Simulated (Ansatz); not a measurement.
Amorphous Si26O46

Preparation: random packing, a CHGNet melt and quench, and a DFT relaxation. O atoms were pushed apart under 1.9 Å during the dynamics, to hinder bonds among them. The hot cell started wider than the set density and was brought back towards it in steps. It is the lowest in DFT energy of 2 quenches. It is a model cell: composition and starting density were chosen by hand, and all elements were melted together. No dispersion term was used.

Methods: PBE, scalar-relativistic without spin-orbit coupling (Ansatz, a quantum-chemistry and plane-wave program); r2SCAN, scalar-relativistic without spin-orbit coupling (Ansatz); HSE06, scalar-relativistic without spin-orbit coupling (Ansatz); PBE0, scalar-relativistic without spin-orbit coupling (Ansatz). Geometry, pressure, stress and energy are those of the PBE run. Its sampling: a 2×2×2 Γ-centred mesh; Fermi-Dirac width 0.01 eV; collinear spin, started from moments on atoms (at the end a net moment of 0.0 μB, with unpaired spins of both signs, a broken-symmetry state; no other order was tried). Other functionals are single points at the zone centre (r2SCAN at 500 eV; exact exchange cut at the cell's faces), free to take moments where seeds were set. The usual formal charges leave 12 electrons over, so the level spacing at the Fermi energy parts defect or band states and needn't be the band gap. In the spin-polarised cell the level spacing at the Fermi energy can part levels of unlike spin. At PBE the levels at both edges of the gap are localised (band-tail or defect states), and the nearest spread-out levels lie 4.0 eV apart at the zone centre.

| Property | Result |
|---|---|
| Number of atoms in the cell | 72 |
| Density (held, not predicted) | 2.32 g/cm^3 |
| Volume per atom | 14.61 Å³ |
| Pressure on a 2×2×2 Γ-centred mesh | -0.04 GPa |
| Largest force and stress component on that mesh (the relaxation ran on the zone centre alone) | 0.04 eV/Å and 1.4 GPa |
| Energy relative to alpha cristobalite + silicon (lowest mix at this level among the phases computed, not always the ambient ones) | 19.3 kJ/mol of atoms |
| Level spacing at the Fermi energy on a 2×2×2 Γ-centred mesh (PBE) | 0.62 eV |
| Level spacing at the Fermi energy at the zone centre (PBE) | 0.64 eV |
| Level spacing at the Fermi energy at the zone centre (r2SCAN) | 0.98 eV |
| Level spacing at the Fermi energy at the zone centre (HSE06) | 1.47 eV |
| Level spacing at the Fermi energy at the zone centre (PBE0) | 2.21 eV |
| Net moment | 0.00 μB (unpaired spins of both signs, a broken-symmetry state) |

Neighbours within Si-Si 2.60 Å, Si-O 1.90 Å, O-O 1.58 Å count as bonded. Two cations that share two anions don't count as bonded, nor two that share one unless they lie closer than Si-Si 2.38 Å.

```yaml
Mean coordination of Si by anions: 3.54 (2 with 1, 2 with 2, 2 with 3, 20 with 4); 8 close contacts or bonds to cations besides
Mean coordination of O: 2.00 (46 with 2)
Mean Si-O bond: 1.643 Å (spread 0.017 Å, 92 counted)
Mean Si-Si bond: 2.435 Å (spread 0.077 Å, 4 counted)
```

Its density started from a set value of 2.31 g/cm³. Cooling (nominally 590 K/ps over its main leg) ran many orders faster than in experiment, which tends to leave more defects and strain. Values belong to this one cell and scatter from quench to quench. The volume was held where the preparation left it, at a PBE pressure of 0.0 GPa. Stress components on the final sampling reach 1.4 GPa.
